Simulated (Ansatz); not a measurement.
```xyz
16
Lattice="0.0000 4.4891 4.4891 4.4891 0.0000 4.4891 4.4891 4.4891 0.0000" Properties=species:S:1:pos:R:3 pbc="T T T"
Hf     0.0000     0.0000     0.0000
Nb     2.2446     2.2446     0.0000
Nb     2.2446     0.0000     2.2446
Nb     4.4891     2.2446     2.2446
Hf     0.0000     2.2446     2.2446
Hf     2.2446     4.4891     2.2446
Hf     2.2446     2.2446     4.4891
Nb     4.4891     4.4891     4.4891
N      2.2267     2.2624     2.2624
N      4.4713     4.5070     2.2267
N      4.4713     2.2267     4.5070
N      6.7515     4.5070     4.5070
N      2.2267     4.4713     4.4713
N      4.5070     6.7515     4.4713
N      4.5070     4.4713     6.7515
N      6.7515     6.7159     6.7159
```

The mixing enthalpy is taken against the end members in the rock salt type (which need not be the stable form of NbN), relaxed in the same cell and mesh, with NbN held in the symmetric form, which may not be a minimum.

These are PBE (plane waves to 420 eV, PAW; Ansatz, a program for electronic structure) values and carry that method's errors. No spin–orbit coupling; the runs are not spin-polarised. Its k-point mesh 5×5×5, Fermi–Dirac width 0.05 eV.

Question: Give the composition and order of this alloy cell, and its volume, bond lengths and mixing enthalpy.

Answer: A 16-atom cell of (Hf,Nb)N started in the rock salt structure, site fractions Hf 0.500, Nb 0.500, short-range order 0.00 in the first shell of the mixed sites (0 is random, a negative value favours unlike neighbours), space group Fd-3m at the end, an ordered arrangement that its symmetry holds.
```
Quantity                                                                                               Result
----------------------------------------------------------  -------------------------------------------------
volume per atom                                                                                      11.31 Å³
Hf–N bonds                                                       2.227 Å on average, from 2.227 to 2.227 (24)
N–Nb bonds                                                       2.263 Å on average, from 2.263 to 2.263 (24)
mixing enthalpy per site of the mixed sublattice                                                      -40 meV
departure of the mean lattice parameter from Vegard's line  under 0.15 %, inside the noise of the relaxations
```
